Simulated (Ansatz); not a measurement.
**Several settings converged on WC (P3m1, 2 atoms in the cell)**

```xyz
2
Lattice="1.4623 -2.5327 0.0000 1.4623 2.5327 0.0000 0.0000 0.0000 2.8542" Properties=species:S:1:pos:R:3 pbc="T T T"
W      0.0000     0.0000     0.0500
C      1.4623     0.8442     1.4271
```

Base method: LDA (PW92), PAW files made with PBE (plane waves; Ansatz, an electronic-structure program).

Base settings: basis.ecutwfc = 420 eV; kpoints.mp_grid.grid = 13 13 12; hamiltonian.xc = lda; hamiltonian.pseudopotentials = {kind: paw} (the program's default PAW files); scf.occupations.method = gaussian; scf.occupations.width = 0.1 eV.

The count of work is k-points × plane waves × bands × iterations; it is no time. 

**The cutoff for other potential files**

Level: DFT, LDA (PW92), plane waves, harder PAW files (source: ansatz) made with PBE.

In this ladder: hamiltonian.pseudopotentials = {kind: paw, source: ansatz}.

The second cell is the first with its lattice scaled by 0.98.

The mesh stays at the base's, so the ladder's end is converged at best in this setting alone.

The first pressure column holds Ansatz's estimate of the finite-basis (Pulay) stress, which hides part of the cutoff error; the other is without it.

Only quantities that move along the ladder and can be compared are tabulated.

```csv
basis.ecutwfc,free energy less the last step's (meV/atom),energy of the compressed cell less the first (meV/atom),pressure (GPa),pressure without the Pulay estimate (GPa),largest difference of a force vector from the last step's (eV/Å),count of work / last
370 eV,28022.54,18.45,34.41,-2746.65,0.082,0.092
450 eV,3637.00,-14.74,-8.75,-439.01,0.012,0.12
575 eV,115.15,-17.64,-16.04,-36.80,0.002,0.21
695 eV,2.10,-17.36,-16.04,-16.36,0.000,0.28
820 eV,1.14,-17.39,-16.04,-16.08,0.000,0.35
985 eV,0.68,-17.39,-16.04,-16.07,0.000,0.47
1230 eV,0.24,-17.40,-16.04,-16.05,0.000,0.66
1640 eV,0.00,-17.40,-16.05,-16.05,0.000,1.0
```

Coarsest basis.ecutwfc that holds the forces within 0.005 eV/Å of the last step, with all finer ones: 575 eV, at 0.21 of the last step's count of work; the step before is off by 0.012 eV/Å.

Coarsest basis.ecutwfc that holds the pressure within 0.1 GPa of the last step, with all finer ones: 575 eV, at 0.21 of the last step's count of work; the step before is off by 7.3 GPa.

Coarsest basis.ecutwfc that holds the pressure without the Pulay estimate within 0.5 GPa of the last step, with all finer ones: 695 eV, at 0.28 of the last step's count of work; the step before is off by 21 GPa.

The energy difference between the two cells stays within 1 meV/atom of the last step's from 575 eV on, the total only from 985 eV on: much of the error is common to both cells and cancels.

At the lowest cutoff the pressure without the Pulay estimate lies 2730 GPa under the last step's, the usual sign of Pulay stress in an incomplete plane-wave basis.

**The relaxed cell against the cutoff**

On WC (P-6m2, 2 atoms in the cell): atoms on their sites.

In this ladder: relax = cell and atoms.

The mesh stays at the base's, so the ladder's end is converged at best in this setting alone.

Only quantities that move along the ladder and can be compared are tabulated.

```tsv
basis.ecutwfc	relaxed volume (Å³/atom)	relaxation steps
210 eV	10.031	20
250 eV	10.109	14
295 eV	10.134	11
355 eV	10.131	8
420 eV	10.129	8
505 eV	10.128	6
630 eV	10.128	6
840 eV	10.128	6
```

Coarsest basis.ecutwfc that holds the relaxed volume within 0.051 Å³/atom of the last step, with all finer ones: 250 eV; the step before is off by 0.097 Å³/atom.

At the lowest cutoff the cell relaxes to a volume 1.0 % smaller than at the highest. Ansatz relaxes on a stress corrected for the finite basis.

On the base run: the starting cell has typed, rounded lattice constants, without a prior relaxation at this level. Its lattice was rescaled by up to half a per cent. One atom was moved a little off its site on purpose. Spin polarisation is off.

Keys are those of Ansatz 0.2.
